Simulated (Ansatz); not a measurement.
```xyz
8
Lattice="14.0000 0.0000 0.0000 0.0000 14.0000 0.0000 0.0000 0.0000 5.6421" Properties=species:S:1:pos:R:3 pbc="T T T"
Ca     5.6693     5.6693     0.0000
Se     5.4455     5.4455     2.8210
Se     5.4455     8.5545     0.0000
Ca     5.6693     8.3307     2.8210
Se     8.5545     5.4455     0.0000
Ca     8.3307     5.6693     2.8210
Ca     8.3307     8.3307     0.0000
Se     8.5545     8.5545     2.8210
```

The numbers are results of PBE (plane waves to 420 eV, PAW; Ansatz, a quantum-chemistry and plane-wave program), not measurements. Mesh 1×1×54. No spin polarisation. One-dimensional cell, images about 11 Å apart. A hypothetical model. It keeps the symmetry and period of its start, so it need not be a minimum against all distortions. Values not marked SOC lack spin–orbit coupling.

Question: Tabulate the two highest filled and two lowest empty levels along the axis, from the valence top.

Answer: 
```tsv
k (2π/c)	v2 (eV)	v1 (eV)	c1 (eV)	c2 (eV)
0.000	-0.22	0.00	2.90	3.09
0.042	-0.24	-0.01	2.91	3.10
0.083	-0.28	-0.04	2.95	3.13
0.125	-0.35	-0.08	3.01	3.19
0.167	-0.42	-0.14	3.09	3.25
0.208	-0.44	-0.20	3.19	3.33
0.250	-0.44	-0.27	3.31	3.42
0.292	-0.45	-0.34	3.44	3.50
0.333	-0.46	-0.42	3.56	3.59
0.375	-0.46	-0.46	3.68	3.68
0.417	-0.46	-0.46	3.75	3.78
0.458	-0.47	-0.47	3.82	3.84
0.500	-0.47	-0.47	3.85	3.85
```
